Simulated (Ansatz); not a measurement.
**A computed series for hypothetical zinc blende AgF: element substitutions**

Start from AgF in the zinc blende structure (space group F-43m, No. 216; a hypothetical phase, not in the database extracts checked).

```
AgF
1.0
    0.00000     2.73311     2.73311
    2.73311     0.00000     2.73311
    2.73311     2.73311     0.00000
F Ag
1 1
Direct
  0.25000   0.25000   0.25000
  0.00000   0.00000   0.00000
```

Each row replaces one element on all its sites; cell and atoms are relaxed.

The values are results of Ansatz (a program for electronic structure) PBE, without spin-orbit coupling, not measurements.

```tsv
case	shortest interatomic distance	density
base	2.367 Å	5.16 g/cm³
Ag → Cd	2.386 Å	5.22 g/cm³
Ag → Pd	…	…
Ag → Cr	…	…
```

### Question
Complete the table.

### Answer

- Ag → Pd, shortest interatomic distance: 2.286 Å
- Ag → Pd, density: 5.66 g/cm³
- Ag → Cr, shortest interatomic distance: 2.234 Å
- Ag → Cr, density: 3.43 g/cm³

No phonon test of stability was made. As relaxed here, CdF, PdF and CrF are hypothetical phases, not in the database extracts checked. No Hubbard U is applied and the magnetic state is the run's own (CrF ferromagnetic); other magnetic orders, which need larger cells, were not tried and can change the gap. Spin-polarised in the final run: PdF and CrF; the other runs are not. An odd electron count without spin: CdF.
